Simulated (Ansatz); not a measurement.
**What holes 1.5×10^21 cm⁻³ does to PbTe**

Consider PbTe in the rock salt structure (space group Fm-3m, No. 225; a = 6.569 Å).

Modification: hole doping at 1.5×10^21 cm⁻³ (0.106 per cell), with a uniform compensating background at fixed cell and a 300 K Fermi–Dirac width.

Method: Ansatz (a first-principles code) PBE, no spin-orbit coupling. Γ-centred 20×20×20 mesh, Fermi–Dirac width 0.0259 eV.

* **Gap between the host's bands**: 0.86 eV (base 0.83 eV)
* **Gap character**: direct at L (base direct at L)
* **Valley order (the lowest conduction-band minima on the path, energy above the VBM, named in the base's zone)**: L along ⟨111⟩ 0.86 eV; a point along ⟨110⟩, about 0.5 Å⁻¹ from Γ 1.39 eV; a point along ⟨100⟩, about 0.3 Å⁻¹ from Γ 1.83 eV (base L along ⟨111⟩ 0.83 eV; a point along ⟨110⟩, about 0.5 Å⁻¹ from Γ 1.36 eV; a point along ⟨100⟩, about 0.3 Å⁻¹ from Γ 1.81 eV)
* **Fermi level relative to the doped band's edge (positive inside the band; to 0.05 eV)**: +0.25 eV

Carriers are added with a uniform compensating background; total energy and stress of such cells depend on the potential's zero and are not compared; many-body gap narrowing is missing at this level. Spin-orbit coupling, missing from the scalar runs, can matter with Pb and Te. Whether these cells are dynamically stable was not tested.
